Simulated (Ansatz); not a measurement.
The parent structure is a 16-atom supercell of BN in the wurtzite structure (space group P6_3mc, No. 186) at its relaxed geometry.

```yaml
crystal:
  lattice:
    - [5.08794, 0.00000, 0.00000]
    - [-2.54397, 4.40628, 0.00000]
    - [2.54397, 4.40628, 4.20774]
  atoms:
    - { symbol: B, position: [0.33343, 0.16677, 0.99990] }
    - { symbol: B, position: [0.33343, 0.66677, 0.99990] }
    - { symbol: B, position: [0.83343, 0.16677, 0.99990] }
    - { symbol: B, position: [0.83343, 0.66677, 0.99990] }
    - { symbol: B, position: [0.66677, 0.83343, 0.49990] }
    - { symbol: B, position: [0.66677, 0.33343, 0.49990] }
    - { symbol: B, position: [0.16677, 0.83343, 0.49990] }
    - { symbol: B, position: [0.16677, 0.33343, 0.49990] }
    - { symbol: N, position: [0.70803, 0.54137, 0.62530] }
    - { symbol: N, position: [0.70803, 0.04137, 0.62530] }
    - { symbol: N, position: [0.20803, 0.54137, 0.62530] }
    - { symbol: N, position: [0.20803, 0.04137, 0.62530] }
    - { symbol: N, position: [0.04137, 0.20803, 0.12530] }
    - { symbol: N, position: [0.04137, 0.70803, 0.12530] }
    - { symbol: N, position: [0.54137, 0.20803, 0.12530] }
    - { symbol: N, position: [0.54137, 0.70803, 0.12530] }
```

All numbers come from r2SCAN in Ansatz (plane waves to 500 eV, PAW, without spin-orbit coupling).

One neutral defect a cell, atoms relaxed at fixed cell.

One change was made to it. Results:

```json
[
 {"quantity": "largest displacement of a host atom from its site in the perfect cell", "base": "–", "after": "0.11 Å"},
 {"quantity": "pressure", "base": "0.0 GPa", "after": "-0.7 GPa"}
]
```

Task: What was done to the base?
(A) N vacancy
(B) Bi on a N site, symmetric start
(C) H interstitial (started 1.63 Å from the nearest host atom), symmetric start

Result: A, N vacancy. For comparison, the pressure in the other runs: H interstitial (started 1.63 Å from the nearest host atom), symmetric start gives 10.7 GPa; Bi on a N site, symmetric start gives 94.6 GPa.

The magnetic state is the one reached from the starting moments; the real material's order can differ, and small cells can't hold many antiferromagnetic ones. In so small a cell the defect repeats every few ångströms: this is an ordered compound, not a dilute defect. A case with no gap was solved on a k-mesh chosen for an insulator, which is coarse for it. Defects with a symmetric start kept the site's symmetry and may sit on a saddle; the others started slightly shaken. Starting moments died away, wholly or in part, for Bi on a N site; another magnetic solution may exist.

Ansatz is a program for electronic structure.
